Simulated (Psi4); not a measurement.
Psi4 1.11, unrestricted HF/def2-svpd: Ge(H)4 cation ([GeH4]), charge +1, multiplicity 2, 5 atoms. The geometry is a generated start, not checked to be a minimum at this level.

```yaml
task: energy
method: scf
basis: def2-svpd
memory: 3 GB
maxiter: 100
keys_of_the_molecule_block: symmetry c1
scf_type: df (default)
guess: auto, which took SAD (default)
scf_initial_accelerator: adiis (default)
e_convergence: 1e-06 (default)
d_convergence: 1e-06 (default)
basis_functions: 70
```

```xyz
5

Ge    -0.0001     0.0005     0.0038
H     -0.6173    -0.8445    -1.0474
H      0.5437    -0.8643     1.0787
H     -1.0237     0.9147     0.5650
H      1.0974     0.7937    -0.6001
```

Charge 1 and multiplicity 2 are set for this test and not shown to be the ground state.

One run each on 2 threads. Values of diis_max_vecs tried: 3, 6, 10 (default), 20.

Q: How does the count of SCF iterations change with diis_max_vecs, and where is it least?

A: Fewest SCF iterations, within one of each other: 10 (default) with 17, 20 with 17. The count rises to 47 at 3. All converge to one solution.

```tsv
diis_max_vecs	SCF iterations	end
3	47	same solution
6	19	same solution
10 (default)	17	same solution
20	17	same solution
```
